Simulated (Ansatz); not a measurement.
System: CsCl-type TiCo. Method: LDA (Ansatz, a program for electronic structure, plane waves, PAW).

Settings: plane-wave cutoff 520 eV, 16×16×16 k mesh, Fermi–Dirac smearing 0.1 eV, perturbation theory, no spin polarisation, scalar-relativistic PAW data made under PBE.

Computed at the level's own relaxed cell.

Harmonic phonon frequencies (cm⁻¹; i marks an imaginary mode):

```json
[
 {"q point": "Γ", "frequencies": "0 0 0 228 228 228"},
 {"q point": "X", "frequencies": "136 136 156 156 177 333"},
 {"q point": "M", "frequencies": "105 105 123 168 290 290"}
]
```

No imaginary mode appears at these points.
